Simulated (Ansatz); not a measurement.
We consider NH4Br (P4/nmm, No. 129; cell taken from a computed entry), described by r²SCAN in Ansatz (plane waves, PAW).

Numerical settings: plane-wave cutoff 500 eV, 8×8×10 k mesh (along the axes of the cell as run), Fermi–Dirac smearing 0.05 eV, scalar-relativistic PAW data made under PBE.

Computed at the level's own relaxed cell.

Q: What does this level give for the equilibrium volume per atom, equilibrium lattice constant a, lattice parameter c and band gap?

A: 
equilibrium volume per atom: 11.22 Å³/atom
equilibrium lattice constant a: 5.732 Å
lattice parameter c: 4.097 Å
band gap: 4.88 eV (on the SCF k mesh)

Note: the relaxation could not lower the start's symmetry, so the cell can be a saddle point above a distorted one.

Spin–orbit coupling is not included.

Static lattice: no zero-point or thermal effects.

Ansatz is a quantum-chemistry and plane-wave program.
